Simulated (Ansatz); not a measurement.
System: C (model structure, started from the Si type, R-3, No. 148, 8 atoms in the cell). Method: PBEsol in Ansatz (plane waves, PAW).

Settings: plane-wave cutoff 520 eV, 10×10×10 k mesh, Fermi–Dirac smearing 0.01 eV, scalar-relativistic PAW data made under PBE.

Cell (relaxed at this level):

```cif
data_C8
_chemical_formula_sum 'C8'
_space_group_name_H-M_alt 'P 1'
_space_group_IT_number 1
_cell_length_a 3.86665
_cell_length_b 3.86665
_cell_length_c 3.86665
_cell_angle_alpha 109.578
_cell_angle_beta 109.578
_cell_angle_gamma 109.578
loop_
_space_group_symop_operation_xyz
  'x, y, z'
loop_
_atom_site_label
_atom_site_type_symbol
_atom_site_fract_x
_atom_site_fract_y
_atom_site_fract_z
_atom_site_occupancy
C1 C 0.00007 0.69131 0.50026 1
C2 C 0.99993 0.30869 0.49974 1
C3 C 0.50026 0.00007 0.69131 1
C4 C 0.49974 0.99993 0.30869 1
C5 C 0.69131 0.50026 0.00007 1
C6 C 0.30869 0.49974 0.99993 1
C7 C 0.70012 0.70012 0.70012 1
C8 C 0.29988 0.29988 0.29988 1
```

Q: Estimate the band gap, direct gap at Γ and bulk modulus B0 that the calculation returns.

A: 
* **band gap**: 3.33 eV (on the SCF k mesh)
* **direct gap at Γ**: 8.30 eV
* **bulk modulus B0**: 386 GPa

Note: the bulk modulus is −V dP/dV from two relaxed cells at ±2 % in volume; the relaxation could raise the start's symmetry but not lower it, so the cell can be a saddle point.

A model structure was made by putting elements into a prototype or built by hand; it is no filed structure, need not be a known phase, and can be a saddle point held by its symmetry.

Ansatz is a quantum-chemistry and plane-wave program.
